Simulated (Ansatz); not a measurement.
Base system: SiC (space group P6_3mc, No. 186; a = 3.0781 Å, c = 10.0760 Å). Axes: x lies along a and z along c of the hexagonal cell.

The values are results of PBEsol, PAW, 420 eV (Ansatz, an electronic-structure program; spin-orbit coupling left out), not measurements.

Base values:

The smallest direct gap is 3.24 eV and the band gap is 2.12 eV.

The change: uniaxial strain ε_xx = −2.25 %, all other strain components held at zero; the atoms relax in the strained cell.

Q: What does the calculation give for the largest internal atomic displacement, smallest direct gap, energy relative to the base, stress and band gap after the change?

A: The largest internal atomic displacement comes out as 0.020 Å; the smallest direct gap decreases by 0.15 eV (3.24 eV → 3.09 eV); the energy grows by 8.4 meV/atom; the stress (xx, yy, zz, yz, xz, xy; compression positive) comes out as (11.85, 2.68, 1.36, 0.00, 0.00, 0.00) GPa; the band gap falls by 0.23 eV (2.12 eV → 1.89 eV).

Stability against distortions was not tested.
